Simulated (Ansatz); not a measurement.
Surface dipole against coverage: Li on fcc Pd (100)

One Li atom in each cell of a four-layer slab of fcc Pd (100), started at a fourfold hollow site; the adatom and the upper two layers relax, with a dipole correction. Δφ is the change of the top face's work function against the clean slab's 5.07 eV. By the Helmholtz relation an adatom's dipole is μ = |Δφ|/(0.377 eV × n) in debye, for n adatoms per nm². In Topping's model neighbouring dipoles depolarise each other, so that 1/μ = (1 + 9α·n^(3/2))/μ0 is a line in x = n^(3/2). Method: PBE (plane waves to 420 eV, PAW; Ansatz, a quantum-chemistry and plane-wave program). All cells sample the k points of the 1×1 cell's 12×12×1 mesh, with Fermi-Dirac smearing of 0.1 eV (energies taken to zero smearing), without spin polarisation or spin-orbit coupling.

| cell | x (nm⁻³) | 1/μ (1/D) | n (nm⁻²) | Δφ (eV) |
|---|---|---|---|---|
| 4×3 | 1.11 | 0.530 | 1.07 | -0.76 |
| 3×3 | 1.71 | 0.550 | 1.43 | -0.98 |
| 4×2 | 2.04 | 0.578 | 1.61 | -1.05 |
| 3×2 | 3.13 | 0.597 | 2.14 | -1.35 |
| 2×2 | 5.75 | ? | 3.21 | ? |

Taking a straight line for 1/μ over the 4 complete rows: With u = x - 2.0, the rows have u = -0.8900, -0.2900, 0.0400, 1.1300. Means: u -0.0025000, 1/μ 0.5637. About the means, the sum of products is 0.072167 and the sum of squares of u is 2.1547; the slope is their ratio. Least squares gives 1/μ = 0.5638 + 0.03349·u. Residuals (row less fit): -0.0040, -0.0041, 0.0129, -0.0046; standard error 0.0105 (degrees of freedom: 2). At x = 0 the line gives 1/μ0 = 0.497, so a lone adatom carries about 2.0 D, its positive end outward; slope over intercept is 9α, which puts α at roughly 7.5 Å³, a figure that hangs on Δφ's last digit.

Question: Predict the withheld 1/μ at x = 5.75 from the fit, and compare with the calculation.

Answer: u = 3.7500, so 1/μ = 0.5638 + 0.03349 × 3.7500 = 0.6894 1/D. The calculation gives 0.661 1/D, 0.0284 1/D below the prediction (21.7 % of the range of 1/μ in the table). The row lies outside the fitted rows, so this is an extrapolation.

The model takes a square or triangular net of point dipoles; the 4×2, 3×2 and 4×3 nets are stretched, and dense layers bond among themselves. Chains in 3×1 and 2×1 cells were run too and aren't shown. Only series are tabulated where Δφ keeps its sign and exceeds 0.12 eV, and the fitted rows scatter about the line by under a tenth of the table's range (standard error).

As a change of work function, the prediction is 0.377 × 3.21/0.689 = 1.76 eV in size, against 1.83 eV from the run.

Each row is one calculation, so residuals can be the form's limits or numerical noise.
